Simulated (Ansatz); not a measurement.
Base system: SnO2 in the rutile structure (space group P4_2/mnm, No. 136; a = 4.769 Å, c = 3.212 Å). Axes: x, y, z lie along a, b, c of the conventional cell.

All numbers come from PBEsol (Ansatz, a first-principles code, PAW, without spin-orbit coupling).

For the base:

- Band gap = 0.92 eV
- Electron mass = 0.17 mₑ along c, 0.19 mₑ across (at Γ)
- Hole mass = 1.7 mₑ along c, 1.3 mₑ across (at Γ)

Perturbation: compressive biaxial strain of 1.20 % in the plane normal to [001], as in epitaxy on a mismatched substrate; the out-of-plane cell vector and the atoms relax.

Estimate the effect on the band gap.

The band gap grows by 0.11 eV, from 0.92 eV to 1.03 eV.

How does this affect the electron mass?

The electron mass becomes 0.17 mₑ out of plane, 0.19 mₑ in plane (at Γ) (base: 0.17 mₑ along c, 0.19 mₑ across (at Γ)).

What happens to the hole mass?

The hole mass goes from 1.7 mₑ along c, 1.3 mₑ across (at Γ) to 1.6 mₑ out of plane, 1.3 mₑ in plane (at Γ).

Masses are band curvatures over ±0.01 Å⁻¹ around the edge. No phonon test of stability was made.
